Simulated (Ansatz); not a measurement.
Results of r²SCAN (PAW; Ansatz, a first-principles code) for Be3N2 (R3m, No. 160; start mp-1070456; another space group than a measured phase of this formula).

Numerical settings: plane-wave cutoff 560 eV, 14×14×14 k mesh, Fermi–Dirac smearing 0.01 eV, scalar-relativistic PAW data made under PBE.

The cell is the one relaxed with PBEsol. Conventional cell: a = 2.8351 Å, b = 2.8351 Å, c = 14.5583 Å, α = 90.00°, β = 90.00°, γ = 120.00°.

```xyz
5
Lattice="1.4176 0.8184 4.8528 -1.4176 0.8184 4.8528 0.0000 -1.6369 4.8528" Properties=species:S:1:pos:R:3 pbc="T T T"
Be     0.0000     0.0000     2.0538
Be     0.0000     0.0000     9.9339
Be     0.0000     0.0000    13.2642
N      0.0000     0.0000    11.5858
N      0.0000     0.0000     4.2444
```

### Question
List the 10 lowest band energies at Γ above −25 eV (eV, relative to the valence band maximum), grouping those that round alike.

### Answer
At Γ: -17.38, -15.16, -7.77, -1.21 (×2), -0.45, 0.00 (×2), 6.81, 8.67.

Note: cell and atoms aren't relaxed at this level (pressure 0.3 GPa).

A start named mp-… is a Materials Project structure, which can be a computed phase never made.
